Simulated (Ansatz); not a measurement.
Effect of Ta on a O site (antisite), symmetric start on KTaO3

Consider a 15-atom supercell of KTaO$_{3}$ in the cubic perovskite structure (space group Pm-3m, No. 221; a = 3.990 Å) at its relaxed geometry.

The change: one O atom is replaced by Ta, atoms relaxed at fixed cell.

Calculations: r2SCAN (Ansatz, a first-principles code, PAW, spin-orbit coupling left out). k-mesh 4×5×5 (Γ-centred); smearing 0.01 eV (Fermi–Dirac).

| quantity | base | changed | shift |
|---|---|---|---|
| pressure | 0.0 GPa | 21.6 GPa | +21.6 GPa |
| energy gained by relaxation | – | 4.71 eV | – |

Final structure:

```yaml
crystal:
  lattice:
    - [3.99013, -3.99013, -3.99013]
    - [0.00000, 3.99013, -3.99013]
    - [3.99013, 0.00000, 3.99013]
  atoms:
    - { symbol: K, position: [0.00217, 0.99875, 0.99750] }
    - { symbol: K, position: [0.66667, 0.66667, 0.33333] }
    - { symbol: K, position: [0.33116, 0.33459, 0.66917] }
    - { symbol: Ta, position: [0.87079, 0.35903, 0.71805] }
    - { symbol: Ta, position: [0.46254, 0.97431, 0.94862] }
    - { symbol: Ta, position: [0.16667, 0.66667, 0.33333] }
    - { symbol: Ta, position: [0.66667, 0.16667, 0.33333] }
    - { symbol: O, position: [0.37463, 0.79038, 0.58075] }
    - { symbol: O, position: [0.95870, 0.54296, 0.08592] }
    - { symbol: O, position: [0.03358, 0.52899, 0.55479] }
    - { symbol: O, position: [0.66667, 0.16667, 0.83333] }
    - { symbol: O, position: [0.29975, 0.80434, 0.11188] }
    - { symbol: O, position: [0.03358, 0.02579, 0.55479] }
    - { symbol: O, position: [0.66667, 0.66667, 0.83333] }
    - { symbol: O, position: [0.29975, 0.30754, 0.11188] }
```

Other magnetic orders, which the real material may have, were not ruled out. In so small a cell the defect repeats every few ångströms: this is an ordered compound, not a dilute defect. A case with no gap was solved on a k-mesh chosen for an insulator, which is coarse for it. The defect started on the symmetric site and kept its symmetry, so it may sit on a saddle. No Hubbard U is applied, and correlation can decide whether such a compound is a metal. The defect cell is spin-polarised and ends with 2.6 μB, a fractional moment that hangs on the mesh and smearing.
